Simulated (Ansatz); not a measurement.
## Y2C (R-3m, No. 166)

The numbers are results of r²SCAN (PAW; Ansatz, a first-principles code), not measurements.

Run with plane-wave cutoff 500 eV, 12×12×12 k mesh, Fermi–Dirac smearing 0.05 eV, scalar-relativistic PAW data made under PBE.

Cell (relaxed at this level):

```
Y2C
1.0
    1.80908     1.04447     6.13046
   -1.80908     1.04447     6.13046
    0.00000    -2.08895     6.13046
Y C
2 1
Cartesian
  0.00000   0.00000  13.60794
  0.00000   0.00000   4.78345
  0.00000   0.00000   0.00000
```

```json
{
 "band_gap": "zero (no gap)"
}
```

Note: the cell has widely spaced layers and the level no dispersion term, so their spacing and the moduli can rest on weak binding.

Spin–orbit coupling is not included.

The result took roughly 80 core-seconds.
